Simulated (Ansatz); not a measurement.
Point defects in SnO

Consider a 16-atom supercell of SnO in the litharge type structure (space group P4/nmm, No. 129; a = 3.7934 Å, c = 4.7643 Å; layered, stacked along the Cartesian z axis) at its relaxed geometry.

One neutral defect a cell, atoms relaxed at fixed cell.

Calculations: Ansatz (a first-principles code), r2SCAN+rVV10, PAW, cutoff 500 eV, no spin-orbit coupling.

```csv
variant,pressure,largest displacement of a host atom from its site in the perfect cell
perfect supercell,0.0 GPa,–
"Sn on a O site (antisite), symmetric start",8.8 GPa,0.40 Å
F on a O site,…,…
H interstitial (started 2.26 Å from the nearest host atom),0.4 GPa,0.07 Å
"O interstitial (started 2.26 Å from the nearest host atom), symmetric start",-1.6 GPa,0.21 Å
C on a O site,0.1 GPa,0.12 Å
```

### Question
Complete the table.

### Answer

- F on a O site, pressure: -0.8 GPa
- F on a O site, largest displacement of a host atom from its site in the perfect cell: 0.16 Å

In so small a cell the defect repeats every few ångströms: this is an ordered compound, not a dilute defect. The mesh was chosen for an insulator and is coarse for the gapless case. Defects with a symmetric start kept the site's symmetry and may sit on a saddle; the others started slightly shaken. All final runs are without spin polarisation.
